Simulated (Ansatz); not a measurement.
Take W in the bcc (W type) structure (space group Im-3m, No. 229) as the base.

```yaml
crystal:
  lattice:
    - [-1.56775, 1.56775, 1.56775]
    - [1.56775, -1.56775, 1.56775]
    - [1.56775, 1.56775, -1.56775]
  atoms:
    - { symbol: W, position: [0.00000, 0.00000, 0.00000] }
```

Computed with Ansatz (an electronic-structure program) LDA, spin-orbit coupling left out.

One change was made to it. Results:

```tsv
quantity	base	after
band gap	zero	zero
lattice parameter a	3.135 Å	3.129 Å
```

Problem. Which change produced these results?
A) pressure 15 GPa
B) pressure −2 GPa
C) pressure 2.1 GPa
D) pressure 30 GPa

Solution. C, pressure 2.1 GPa. For comparison, the lattice parameter a in the other runs: pressure 15 GPa gives 3.093 Å; pressure 30 GPa gives 3.057 Å; pressure −2 GPa gives 3.142 Å.

Load acts through the strain it causes; cell and atoms are relaxed under it. Whether these cells are dynamically stable was not tested. No other phases were tried under pressure. The final runs are not spin-polarised.
